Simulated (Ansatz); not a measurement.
Worked example: self-consistent single point of a (001) slab of Ge2Mo (cut from a parent of space group no. 139; 6 atoms in the cell) in Ansatz (an electronic-structure program).

Computed with LDA (PW92), default PAW files made with PBE (plane waves; Ansatz).

```xyz
6
Lattice="3.3368 0.0000 0.0000 0.0000 3.3368 0.0000 0.0000 0.0000 20.7739" Properties=species:S:1:pos:R:3 pbc="T T T"
Ge     1.6684     1.6684    13.7739
Ge     0.0000     0.0000     7.0000
Mo     0.0000     0.0000    12.4438
Ge     0.0000     0.0000     9.6602
Ge     1.6684     1.6684    11.1137
Mo     1.6684     1.6684     8.3301
```

Reference input (self-consistent single point, DFT, LDA (PW92), plane waves, default PAW files made with PBE): basis.ecutwfc = 420 eV; kpoints.mp_grid.grid = 9 9 1; hamiltonian.xc = lda; hamiltonian.pseudopotentials = {kind: paw} (the program's default PAW files); scf.occupations.method = gaussian; scf.occupations.width = 0.1 eV. This run's input differs from it in these lines:

Ansatz 0.2 input:
```diff
@@ -14,3 +14,3 @@
 basis:
-  ecutwfc: 420.0 eV
+  ecutwfc: 210.0 eV
 kpoints:
```

Output (repeated stretches shortened):

```
SCF iter   1: F=—  HF=-26523.276792 eV  |F-HF|=—  |Δ(HF+E_count)|=         —  Δρ=3.40e-2  dr2=1.58e0  ethr=1.77e-3  ⟨swp⟩=7.5  Hψ=3078  notcnv=0
all-band conjugate gradients solve this SCF's bands
preconditioner: auto → LDOS
SCF iter   2: F=—  HF=-26520.730414 eV  |F-HF|=—  |Δ(HF+E_count)|=    2.55e0  Δρ=3.65e-2  dr2=2.25e0  ethr=1.77e-3  ⟨swp⟩=3.0  Hψ=1989  notcnv=0  defer=44
   [... lines left out ...]
SCF iter   6: F=—  HF=-26518.485267 eV  |F-HF|=—  |Δ(HF+E_count)|=   6.89e-6  Δρ=1.30e-4  dr2=8.58e-5  ethr=2.61e-7  ⟨swp⟩=3.7  Hψ=1503  notcnv=0  defer=40
SCF iter   7: F=—  HF=-26518.485256 eV  |F-HF|=—  |Δ(HF+E_count)|=   1.10e-5  Δρ=3.87e-5  dr2=6.08e-6  ethr=1.02e-7  ⟨swp⟩=2.0  Hψ=935  notcnv=0  defer=40
SCF iter   8: F=—  HF=-26518.485255 eV  |F-HF|=—  |Δ(HF+E_count)|=   9.08e-7  Δρ=1.03e-5  dr2=6.74e-7  ethr=7.23e-9  ⟨swp⟩=2.5  Hψ=1415  notcnv=0  defer=40
SCF iter   9: F=-26518.485255 eV  HF=-26518.485255 eV  |F-HF|=4.17e-8  |Δ(HF+E_count)|=   6.77e-9  Δρ=3.75e-6  dr2=6.83e-8  ethr=1.19e-10  ⟨swp⟩=12.9  Hψ=3527  notcnv=0
SCF 1 converged in 9 iterations: F = -26518.485255 eV  dr2 = 6.83e-8
Free energy (F): -26518.485255 eV
Internal energy: -26518.455170 eV  (E = F + TS)
E sigma→0 (E₀):  -26518.470212 eV
Entropy (-TS):   -0.030085 eV (-5.014 meV/atom)
Fermi energy:    3.578890 eV
--- Forces (eV/Å), atoms counted from 1 ---
  atom   1  Ge     0.00000000     0.00000000    -0.69330637
  atom   2  Ge     0.00000000     0.00000000     0.69330637
  atom   3  Mo     0.00000000     0.00000000    -0.53943301
  atom   4  Ge     0.00000000     0.00000000    -0.10190494
  atom   5  Ge     0.00000000     0.00000000     0.10190494
  atom   6  Mo     0.00000000     0.00000000     0.53943301
--- Stress (GPa, compression-positive) ---
       -7.800566       0.000000       0.000000
        0.000000      -7.800566       0.000000
        0.000000       0.000000      -4.505110
  P = ⅓ Tr σ = -6.7021 GPa (-67.021 kbar)
  The stress holds the Pulay correction. Without it, at fixed plane waves, as pw.x and ABINIT print it: P = -107.7455 GPa
```

The run converged in 9 iterations. Against the reference run the free energy rises by 4.82 eV/atom and the largest force goes from 0.518 to 0.693 eV/Å.

The starting cell comes from a database of computed structures (which also holds hypothetical and non-ambient phases and stackings), without a prior relaxation at this level. The slab is cut from that crystal, and its faces are unrelaxed. Its lattice was rescaled by up to half a per cent. Spin polarisation is off. The cutoff lies below the one recommended for these files.
